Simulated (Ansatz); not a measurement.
Inside the gap of an insulator the Bloch states are evanescent, with a wavenumber k + iκ along the transport direction.

Here is the system:

```
Ga2O3
1.0
    3.04757     0.00000     0.00000
    1.52378     6.14023     0.00000
    0.00000     1.38413     5.48084
Ga O
4 6
Direct
  0.34116   0.31768   0.68527
  0.65884   0.68232   0.31473
  0.90953   0.18094   0.20521
  0.09047   0.81906   0.79479
  0.50353   0.99294   0.74334
  0.49647   0.00706   0.25666
  0.82663   0.34674   0.43677
  0.17337   0.65326   0.56323
  0.16450   0.67100   0.10915
  0.83550   0.32900   0.89085
```

Space group of this cell: C2/m. The cell is strained (lengths along the current scaled by 0.97, ions clamped); by r2SCAN its mean pressure is 5.3 GPa.

Transport runs along the normal of the first two printed cell vectors.

The gap is the functional's own, uncorrected, and κ follows it; spin-orbit coupling is left out. Mid-gap values are interpolated between the computed energies.

Task: Compute, with r2SCAN run with Ansatz (a first-principles code), the band gap and the smallest decay constant κ at mid-gap.

Result: Gap 3.08 eV on a 10×10×6 mesh; κ = 0.239 1/Å, at the zone centre.
